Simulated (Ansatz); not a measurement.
How the lattice parameter a of TaAl (model structure, P4/mmm, No. 123, 2 atoms in the cell) moves with the method

No measured value is used here.

Question: Put these levels in order of the lattice parameter a that they give for TaAl (model structure, P4/mmm, No. 123, 2 atoms in the cell), smallest first: PBE (Ansatz, a program for electronic structure), PBEsol (Ansatz), r²SCAN (Ansatz).

Answer: PBEsol (2.806 Å), r²SCAN (2.820 Å), PBE (2.834 Å)

Density-functional levels without +SOC have no spin–orbit coupling. Cutoffs differ between the levels. Ansatz's density-functional and Hartree–Fock values are scalar-relativistic unless marked +SOC, with PAW data made under PBE.

A model structure was made by putting elements into a prototype or built by hand; it is no filed structure, need not be a known phase, and can be a saddle point held by its symmetry.
